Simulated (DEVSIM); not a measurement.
Device: CdS/CdTe n-p heterojunction, at 400 K.

| layer (left to right) | material | thickness (μm) | Nd (cm⁻³) | Na (cm⁻³) | τn (s) | τp (s) |
|---|---|---|---|---|---|---|
| 1 | CdS | 0.0840 | 1.6e16 | - | 4.9e-10 | 4.9e-10 |
| 2 | CdTe | 2.70 | - | 1.4e15 | 4.9e-10 | 4.9e-10 |

Left contact: ohmic. Right contact: ohmic. Voltage is applied to the left contact. Recombination: SRH at mid-gap, radiative. Mobility is constant in doping.

Constants are typed, rounded textbook-type inputs, not results; the design itself was drawn at random and stands for no fabricated device. Values at 300 K; Nc and Nv go as T^1.5, mobilities as T to minus their exponent, the gap by Varshni's rule with the affinity fixed.

```csv
parameter,CdS,CdTe
gap (eV),2.4,1.5
affinity (eV),4.3,4.28
permittivity,9,10.2
Nc (cm⁻³),2.2e18,8e17
Nv (cm⁻³),1.8e19,1.8e19
μn (cm²/Vs),300,1000
μp (cm²/Vs),25,80
T exponent of μn,1.5,1.7
T exponent of μp,1.5,1.5
B (cm³/s),1e-10,1e-10
Varshni α (eV/K),0.00039,0.00031
Varshni β (K),103,108
```

Simulated with DEVSIM: 1D drift-diffusion, Boltzmann statistics, complete ionisation; no tunnelling, impact ionisation, image-force lowering or self-heating. Band offsets follow the typed affinities; no thermionic-emission limit at abrupt steps, no polarisation charge.

Question: Tabulate band edges, carrier densities and field at -1.1 V on the left contact.

Answer: Energies count from the Fermi level of the right contact; mesh points crowd at the junctions.

```json
[
 {"x (μm)": "0.000", "Ec (eV)": "1.285", "Ev (eV)": "-1.079", "n (cm⁻³)": "1.6e16", "p (cm⁻³)": "< 1e2", "field (V/cm)": "880"},
 {"x (μm)": "0.004608", "Ec (eV)": "1.285", "Ev (eV)": "-1.078", "n (cm⁻³)": "1.6e16", "p (cm⁻³)": "< 1e2", "field (V/cm)": "890"},
 {"x (μm)": "0.01379", "Ec (eV)": "1.286", "Ev (eV)": "-1.077", "n (cm⁻³)": "1.5e16", "p (cm⁻³)": "170", "field (V/cm)": "960"},
 {"x (μm)": "0.03006", "Ec (eV)": "1.288", "Ev (eV)": "-1.075", "n (cm⁻³)": "1.5e16", "p (cm⁻³)": "390", "field (V/cm)": "1300"},
 {"x (μm)": "0.06080", "Ec (eV)": "1.294", "Ev (eV)": "-1.069", "n (cm⁻³)": "1.2e16", "p (cm⁻³)": "890", "field (V/cm)": "2800"},
 {"x (μm)": "0.07448", "Ec (eV)": "1.298", "Ev (eV)": "-1.065", "n (cm⁻³)": "1.1e16", "p (cm⁻³)": "1200", "field (V/cm)": "4100"},
 {"x (μm)": "0.08134", "Ec (eV)": "1.301", "Ev (eV)": "-1.062", "n (cm⁻³)": "9.6e15", "p (cm⁻³)": "1400", "field (V/cm)": "4900"},
 {"x (μm)": "0.08672", "Ec (eV)": "1.324", "Ev (eV)": "-0.147", "n (cm⁻³)": "1.8e15", "p (cm⁻³)": "4.9e14", "field (V/cm)": "4500"},
 {"x (μm)": "0.09485", "Ec (eV)": "1.327", "Ev (eV)": "-0.143", "n (cm⁻³)": "1.6e15", "p (cm⁻³)": "5.5e14", "field (V/cm)": "4100"},
 {"x (μm)": "0.1105", "Ec (eV)": "1.333", "Ev (eV)": "-0.137", "n (cm⁻³)": "1.4e15", "p (cm⁻³)": "6.5e14", "field (V/cm)": "3500"},
 {"x (μm)": "0.1442", "Ec (eV)": "1.343", "Ev (eV)": "-0.127", "n (cm⁻³)": "9.9e14", "p (cm⁻³)": "8.8e14", "field (V/cm)": "2400"},
 {"x (μm)": "0.2450", "Ec (eV)": "1.358", "Ev (eV)": "-0.113", "n (cm⁻³)": "5.8e14", "p (cm⁻³)": "1.4e15", "field (V/cm)": "680"},
 {"x (μm)": "0.4103", "Ec (eV)": "1.360", "Ev (eV)": "-0.111", "n (cm⁻³)": "4.1e14", "p (cm⁻³)": "1.7e15", "field (V/cm)": "-210"},
 {"x (μm)": "0.7402", "Ec (eV)": "1.346", "Ev (eV)": "-0.125", "n (cm⁻³)": "2.9e14", "p (cm⁻³)": "1.7e15", "field (V/cm)": "-570"},
 {"x (μm)": "1.727", "Ec (eV)": "1.263", "Ev (eV)": "-0.208", "n (cm⁻³)": "1.5e14", "p (cm⁻³)": "1.5e15", "field (V/cm)": "-1100"},
 {"x (μm)": "2.257", "Ec (eV)": "1.202", "Ev (eV)": "-0.269", "n (cm⁻³)": "1.1e14", "p (cm⁻³)": "1.5e15", "field (V/cm)": "-1300"},
 {"x (μm)": "2.523", "Ec (eV)": "1.167", "Ev (eV)": "-0.304", "n (cm⁻³)": "7.4e13", "p (cm⁻³)": "1.5e15", "field (V/cm)": "-1400"},
 {"x (μm)": "2.661", "Ec (eV)": "1.147", "Ev (eV)": "-0.323", "n (cm⁻³)": "4.4e13", "p (cm⁻³)": "1.4e15", "field (V/cm)": "-1400"},
 {"x (μm)": "2.739", "Ec (eV)": "1.136", "Ev (eV)": "-0.334", "n (cm⁻³)": "1.9e13", "p (cm⁻³)": "1.4e15", "field (V/cm)": "-1400"},
 {"x (μm)": "2.764", "Ec (eV)": "1.133", "Ev (eV)": "-0.338", "n (cm⁻³)": "8.9e12", "p (cm⁻³)": "1.4e15", "field (V/cm)": "-1500"},
 {"x (μm)": "2.777", "Ec (eV)": "1.131", "Ev (eV)": "-0.340", "n (cm⁻³)": "3.3e12", "p (cm⁻³)": "1.4e15", "field (V/cm)": "-1500"},
 {"x (μm)": "2.784", "Ec (eV)": "1.130", "Ev (eV)": "-0.341", "n (cm⁻³)": "7200", "p (cm⁻³)": "1.4e15", "field (V/cm)": "-1500"}
]
```
